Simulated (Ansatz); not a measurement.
Input:

```
BaTe
1.0
    0.00000     3.42200     3.42200
    3.42200     0.00000     3.42200
    3.42200     3.42200     0.00000
Ba Te
1 1
Direct
  0.00000   0.00000   0.00000
  0.50000   0.50000   0.50000
```

A single point on BaTe with a change (pressure 1.5 GPa), its geometry relaxed with PBEsol.

Calculations: DFT with PBEsol, PAW potentials and a 420 eV plane-wave cutoff in Ansatz (a program for electronic structure), spin-orbit coupling included. Settings: 8×8×8 k-points, 0.05 eV Fermi–Dirac smearing.

Task: Predict the gap character, smallest direct gap and hole mass.

Result: The gap character comes out as indirect, Γ → X and the smallest direct gap is 1.42 eV. The hole mass (degenerate bands, along [100]) is 0.18, 1.1 mₑ (at Γ).

Single points use the geometry relaxed with PBEsol. Load acts through the strain it causes; cell and atoms are relaxed under it. Masses are band curvatures over ±0.01 Å⁻¹ around the edge. No phonon test of stability was made. The cell was made from BaTe in the rock salt structure (space group Fm-3m, No. 225) by this change: pressure 1.5 GPa.
